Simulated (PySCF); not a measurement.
PySCF 2.14.0, MP2 (frozen core)/cc-pvdz: Fc1csc(-c2ccccc2)c1, 19 atoms. The geometry is a generated start, not checked to be a minimum at this level.

| Property | Result |
|---|---|
| task | mp2 |
| basis | cc-pvdz |
| two-electron scheme | exact four-centre integrals |
| frozen core | true |
| mf.init_guess | minao (default) |
| mf.DIIS | CDIIS (default) |
| mf.diis_space | 8 (default) |
| mf.conv_tol | 1e-09 (default) |
| basis functions (reference run) | 207 |

On 4 threads, 1 BLAS thread. Build: conda-forge: OpenMP (GNU), OpenBLAS with its own threads, libcint, Libxc. One run each, on a shared machine, so no times are given.

Values of mol.max_memory tried: 8000 MB, 4000 MB, 2000 MB, 1000 MB, 500 MB, 300 MB, 200 MB.

Problem. How low can the memory setting go, and what changes on the way?

Solution. It runs down to 200 MB, the lowest tried, with the same result. At 8000 MB: SCF integrals in memory, transformation in memory. From 2000 MB down: direct SCF, transformation through a file.

```
mol.max_memory                                               path  peak memory
--------------  -------------------------------------------------  -----------
8000 MB         SCF integrals in memory, transformation in memory      2.8 GiB
4000 MB         SCF integrals in memory, transformation in memory      2.8 GiB
2000 MB                 direct SCF, transformation through a file      1.8 GiB
1000 MB                 direct SCF, transformation through a file      1.8 GiB
500 MB                  direct SCF, transformation through a file      1.8 GiB
300 MB                  direct SCF, transformation through a file      1.8 GiB
200 MB                  direct SCF, transformation through a file      1.8 GiB
```

Peak memory is the kernel's count for the largest process, libraries included and scratch files not. The peak passes the setting at 1000 MB, 500 MB, 300 MB, 200 MB: it is no hard cap. MP2's transformation through a file may take 2000 MB even at lower settings.
